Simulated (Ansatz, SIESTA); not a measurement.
**One structure in several programs: CrPd3 (P1, 4 atoms in the cell)**

Self-consistent single point, at a second geometry (atoms moved at random). First geometry:

```yaml
crystal:
  lattice:
    - [3.89088, 0.00000, 0.00000]
    - [0.00000, 3.89088, 0.00000]
    - [0.00000, 0.00000, 3.89088]
  atoms:
    - { symbol: Cr, position: [0.00000, 0.00000, 0.00000], spin: 3.0 }
    - { symbol: Pd, position: [0.00000, 0.50000, 0.50000] }
    - { symbol: Pd, position: [0.50000, 0.00000, 0.50000] }
    - { symbol: Pd, position: [0.50000, 0.50000, 0.00000] }
```
(The spins are starting values, not results.)

Second geometry:
```
CELL_PARAMETERS angstrom
      3.89088     0.00000     0.00000
      0.00000     3.89088     0.00000
      0.00000     0.00000     3.89088
ATOMIC_POSITIONS crystal
  Cr 0.00028 0.02043 0.00348
  Pd 0.00716 0.49858 0.50243
  Pd 0.50900 0.98832 0.48651
  Pd 0.48356 0.49267 0.00758
```
Moments meant for the start (each program seeds them in its own way; μB, in the order of the atoms Cr Pd Pd Pd): 3.0 0.0 0.0 0.0.

Shared settings, as Ansatz (a quantum-chemistry and plane-wave program) writes them: kpoints.mp_grid.grid = 9 9 9; scf.occupations.method = gaussian; scf.occupations.width = 0.272 eV. Potentials and cutoffs stand in the table.

```csv
code,model,ΔF from the first geometry (meV/atom),pressure (GPa),largest force (eV/Å),size of the net moment (μB/atom),cutoff
SIESTA,"GGA PBEsol, numerical atomic orbitals DZP, PseudoDojo PBEsol standard norm-conserving potentials (rewritten from UPF to PSML)",22.7,-6.03,0.967,0.75,grid 350 Ry
Ansatz,"PBEsol, PAW files made with PBE",19.5,-6.20,0.830,0.69,default
```

Size of the force on each atom (eV/Å): Sizes of forces hide their directions.

```tsv
code	Cr1	Pd2	Pd3	Pd4
SIESTA	0.569	0.541	0.755	0.967
Ansatz	0.461	0.469	0.669	0.830
```

On Ansatz's run: with one magnetic atom in the cell only a parallel order is possible.

The spread over the programs that give each value: ΔF from the first geometry within 3.2 meV/atom; pressure within 0.17 GPa; largest force within 0.137 eV/Å; size of the net moment within 0.06 μB/atom.

SIESTA uses small atom-centred bases, whose incompleteness enters pressures, forces and empty levels differently from a plane-wave cutoff. Ansatz's pressure is given at a fixed set of plane waves, as the other plane-wave codes print theirs; with its correction for the finite basis it is -6.16 GPa.

The starting cell comes from a database of computed structures (which also holds hypothetical and non-ambient phases and stackings), without a prior relaxation at this level. For this run, on top of that: atoms moved at random.

Keys are those of Ansatz 0.2.
